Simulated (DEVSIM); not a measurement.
Structure: Ni/SiO2/p-Si capacitor, at 300 K.

```
layer (left to right)  material  thickness (nm)  Na (cm⁻³)
---------------------  --------  --------------  ---------
1                          SiO2            2.20          -
2                            Si            1600     1.3e17
```

Metal gate on the left, work function 5.1 eV. Fixed charge at the semiconductor interface 0 cm⁻² (in units of +e); no interface traps.

The device is made up for the run: typed textbook-type constants, with dimensions and the other settings drawn at random. Values at 300 K.

```tsv
parameter	SiO2	Si
gap (eV)	9	1.124
affinity (eV)	0.9	4.05
permittivity	3.9	11.7
Nc (cm⁻³)	-	2.86e19
Nv (cm⁻³)	-	3.1e19
```

Model (solved in DEVSIM): 1D Poisson equation in equilibrium, Boltzmann statistics, complete ionisation; no quantum confinement or tunnelling. Metal contacts follow the ideal Schottky-Mott rule: no Fermi-level pinning, no interface dipoles.

Tabulate band edges, carrier densities and field at 0.7 V on the gate.

Energies count from the Fermi level of the right contact; mesh points crowd at the junctions.

| x (μm) | Ec (eV) | Ev (eV) | n (cm⁻³) | p (cm⁻³) | field (V/cm) |
|---|---|---|---|---|---|
| 0.000 | 3.500 | -5.500 | < 1e2 | < 1e2 | 430000 |
| 0.0007389 | 3.532 | -5.468 | < 1e2 | < 1e2 | 430000 |
| 0.001472 | 3.563 | -5.437 | < 1e2 | < 1e2 | 430000 |
| 0.002200 | 0.444 | -0.680 | 9.8e11 | 1.2e8 | 230000 |
| 0.003840 | 0.468 | -0.656 | 4.0e11 | 2.9e8 | 140000 |
| 0.006368 | 0.502 | -0.622 | 1.0e11 | 1.1e9 | 140000 |
| 0.01153 | 0.569 | -0.555 | 7.8e9 | 1.5e10 | 120000 |
| 0.02633 | 0.732 | -0.392 | 1.4e7 | 8.1e12 | 95000 |
| 0.04915 | 0.897 | -0.227 | 25000 | 4.7e15 | 49000 |
| 0.09258 | 0.979 | -0.145 | 1000 | 1.2e17 | 2700 |
| 0.1812 | 0.982 | -0.142 | 890 | 1.3e17 | ≈ 0 |
| 0.4354 | 0.982 | -0.142 | 890 | 1.3e17 | ≈ 0 |
| 0.8022 | 0.982 | -0.142 | 890 | 1.3e17 | ≈ 0 |
| 1.182 | 0.982 | -0.142 | 890 | 1.3e17 | ≈ 0 |
| 1.429 | 0.982 | -0.142 | 890 | 1.3e17 | ≈ 0 |
| 1.515 | 0.982 | -0.142 | 890 | 1.3e17 | ≈ 0 |
| 1.557 | 0.982 | -0.142 | 890 | 1.3e17 | ≈ 0 |
| 1.580 | 0.982 | -0.142 | 890 | 1.3e17 | ≈ 0 |
| 1.593 | 0.982 | -0.142 | 890 | 1.3e17 | ≈ 0 |
| 1.598 | 0.982 | -0.142 | 890 | 1.3e17 | ≈ 0 |
| 1.601 | 0.982 | -0.142 | 890 | 1.3e17 | ≈ 0 |
| 1.602 | 0.982 | -0.142 | 890 | 1.3e17 | ≈ 0 |
